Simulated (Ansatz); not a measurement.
For TiPd (Pm-3m, No. 221; start mp-11546), LDA in Ansatz (PAW) gives:

```
Property                                Result
------------------------------  --------------
equilibrium lattice constant a         3.103 Å
enthalpy of formation           -0.493 eV/atom
```

Question: What does r²SCAN in Ansatz (plane waves, PAW) give for the same quantities?

Answer: 
- lattice constant a: 3.157 Å (increases by 1.7 %)
- formation enthalpy: -0.467 eV/atom (moves by +0.026 eV/atom)

Changes are worked out from the printed values.

Unless a cell is named, each level is at its own relaxed cell (LDA 14.94, r²SCAN 15.73 Å³/atom).

Caveats: the relaxation could not lower the start's symmetry, so the cell can be a saddle point above a distorted one (LDA, r²SCAN). Ansatz's density-functional and Hartree–Fock values are scalar-relativistic unless marked +SOC, with PAW data made under PBE.

A start named mp-… is a Materials Project structure, which can be a computed phase never made.

Ansatz is a program for electronic structure.
